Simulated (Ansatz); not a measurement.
Output of an Ansatz run (abridged):

```
WARN ansatz: RAYON_NUM_THREADS=1 ignored (pool sized by the plan → 1); use --threads N
Pseudopotentials: kind: paw
Pseudopotential: Hg, paw, valence charge 20
Crystal: 2 atoms, lattice volume = 53.186 Å³
Basis set: ecut = 420.4159175005146 eV, 1037 PW (Γ)
Bands: 24, of which v1, the nominal top of the filled ones, is band 20 counted from 1 (19 counted from 0)
Symmetry: 16 space group operations
Space group: I41/amd (ITA 141), of the structure as read, at distance tolerance 3.8e-5 Å
k-points: 163 of 1728
PAW frozen core: Hg, regenerated for the run's functional, and the local potential with it
Initial density: superposition of atomic densities (neutral atoms: chi_scale 0, normalization atom), corrected by the library's trained network
Initial wavefunctions: pseudopotential atomic-orbital guess
Eigensolver: davidson
Functional: x = slater, c = lda
SCF iter   1: F=—  HF=-27044.757727 eV  |F-HF|=—  |Δ(HF+E_count)|=         —  Δρ=4.88e-3  dr2=1.07e-2  ethr=1.77e-3  ⟨swp⟩=5.8  Hψ=15189  notcnv=0
all-band conjugate gradients solve this SCF's bands
preconditioner: auto → Kerker (q_TF=auto, 2.602 Å⁻¹)
SCF iter   2: F=—  HF=-27044.755824 eV  |F-HF|=—  |Δ(HF+E_count)|=   1.90e-3  Δρ=2.30e-3  dr2=2.03e-3  ethr=2.69e-5  ⟨swp⟩=2.3  Hψ=6701  notcnv=0
SCF iter   3: F=—  HF=-27044.755109 eV  |F-HF|=—  |Δ(HF+E_count)|=   7.15e-4  Δρ=4.98e-4  dr2=5.21e-5  ethr=5.07e-6  ⟨swp⟩=2.1  Hψ=5486  notcnv=0
SCF iter   4: F=—  HF=-27044.755112 eV  |F-HF|=—  |Δ(HF+E_count)|=   2.78e-6  Δρ=6.04e-5  dr2=9.81e-7  ethr=1.30e-7  ⟨swp⟩=2.6  Hψ=6596  notcnv=0
iter 5 did not close the SCF: its close was put off for the readings that it lacked (scf_convergence_deferred on its scf_iter line)
SCF iter   5: F=-27044.755112 eV  HF=-27044.755112 eV  |F-HF|=6.69e-9  |Δ(HF+E_count)|=   9.19e-8  Δρ=1.14e-5  dr2=5.61e-8  ethr=2.45e-9  ⟨swp⟩=2.1  Hψ=6204  notcnv=0
SCF iter   6: F=-27044.755112 eV  HF=-27044.755112 eV  |F-HF|=6.55e-11  |Δ(HF+E_count)|=   5.65e-9  Δρ=1.87e-6  dr2=1.43e-9  ethr=1.40e-10  ⟨swp⟩=2.6  Hψ=13767  notcnv=0
SCF 1 converged in 6 iterations: F = -27044.755112 eV  dr2 = 1.43e-9
SCF converged after 6 iterations
Free energy (F): -27044.755112 eV
Harris-Foulkes:  -27044.755112 eV  (|F-HF|=6.55e-11)
Internal energy: -27044.751549 eV  (E = F + TS)
E sigma→0 (E₀):  -27044.753330 eV
Entropy (-TS):   -0.003563 eV (-1.781 meV/atom)
Fermi energy:    12.289775 eV
--- Per-component energies (eV) ---
  E_band       = -872.189328
  E_kinetic    = 1208.495637
  E_local      = -5481.991662  (includes V_loc(G=0)·N_el)
  E_nonlocal   = 160.707828
  E_hartree    = 2330.948724
  E_xc         = -437.403952
  E_vxc        = -523.298650  (∫ρ·V_xc dr)
  E_paw        = -19311.321877  (= ΣΔE_a)
  E_vpaw       = -897.999520  (= ΣTr[D̂ρ^β])
  E_aug_tail   = 0.001686  (compensation charges beyond the density's cutoff)
  E_ewald      = -5515.340118
  E_core_change = 1.152185  (= ΣΔE_core)
  E_smearing   = -0.003563  (= −TS)
  E_closure    = 0.000000  (closes the sum)
  Σ components = -27044.755112   (vs F -27044.755112, Δ=0.00e0)
--- Forces (eV/Å), atoms counted from 1 ---
  atom   1  Hg     0.00000000     0.00000000     0.00000000
  atom   2  Hg     0.00000000     0.00000000     0.00000000
  max |Σ_I F_I| component: 1.73e-18 eV/Å
--- Stress (GPa, compression-positive) ---
       -4.258260       0.000000       0.000000
        0.000000      -4.258260      -0.000000
       -0.000000      -0.000000      -4.648391
  P = ⅓ Tr σ = -4.3883 GPa (-43.883 kbar)
  The stress holds the Pulay correction. Without it, at fixed plane waves, as pw.x and ABINIT print it: P = -4.4195 GPa
--- Band table (eV; the first three rows and the last of 163) ---
  k-point 0: bands = ["-102.5884", "-102.5861", "-50.8941", "-50.8941", "-50.8582", "-50.8571", "-50.8555", "-50.8555", "3.8892", "4.6083", "4.7294", "4.8865", "4.9958", "6.0647", "6.0647", "6.0968", "6.0968", "6.5084", "6.9330", "13.5050", [...]
  k-point 1: bands = ["-102.5884", "-102.5861", "-50.8936", "-50.8935", "-50.8594", "-50.8570", "-50.8562", "-50.8549", "3.9586", "4.6296", "4.7589", "4.8795", "4.9884", "6.0523", "6.0716", "6.1056", "6.1062", "6.4877", "6.8864", "12.4840", [...]
  k-point 2: bands = ["-102.5883", "-102.5862", "-50.8920", "-50.8916", "-50.8620", "-50.8582", "-50.8568", "-50.8542", "4.1615", "4.6937", "4.8369", "4.8690", "4.9728", "6.0091", "6.0892", "6.1255", "6.1331", "6.4318", "6.7658", "11.2032", [...]
  k-point 162: bands = ["-102.5872", "-102.5872", "-50.8978", "-50.8978", "-50.8577", "-50.8577", "-50.8522", "-50.8522", "4.7030", "4.7030", "4.9573", "4.9573", "5.8768", "5.8768", "6.1068", "6.1068", "6.1443", "6.1443", "9.6810", "9.6810", [...]
```

The structure:

```xyz
2
Lattice="-2.9151 2.9151 1.5647 2.9151 -2.9151 1.5647 2.9151 2.9151 -1.5647" Properties=species:S:1:pos:R:3 pbc="T T T"
Hg     0.0000     2.9151     0.7823
Hg     0.0000     0.0000     0.0000
```

Problem. Write an input that gives this output.

Solution. Other spellings and defaults could give the same log, and not every line can be read from it. The input that was run (DFT, LDA (PW92), plane waves, default PAW files made with PBE):

Ansatz 0.2 input:
```yaml
# Hg
crystal:
  lattice:
    - [-2.915106, 2.915106, 1.564692]
    - [2.915106, -2.915106, 1.564692]
    - [2.915106, 2.915106, -1.564692]
  atoms:
    - { symbol: Hg, position: [0.750000, 0.250000, 0.500000] }
    - { symbol: Hg, position: [0.000000, 0.000000, 0.000000] }
basis:
  ecutwfc: 30.9 Ry
kpoints:
  mp_grid: { grid: [12, 12, 12] }
hamiltonian:
  xc: lda
  pseudopotentials: { kind: paw }
scf:
  occupations: { method: gaussian, width: 0.0073 Ry }
output:
  forces: true
  eigenvalues: true
  stress: true
```

The starting cell comes from a database of computed structures (which also holds hypothetical and non-ambient phases and stackings), without a prior relaxation at this level. Its lattice was rescaled by up to half a per cent. Spin-orbit coupling is off. With a pressure of about -4 GPa the cell is away from its equilibrium volume at this level. Ansatz's pressure includes its estimate of the finite-basis (Pulay) stress.

Ansatz is a first-principles code.
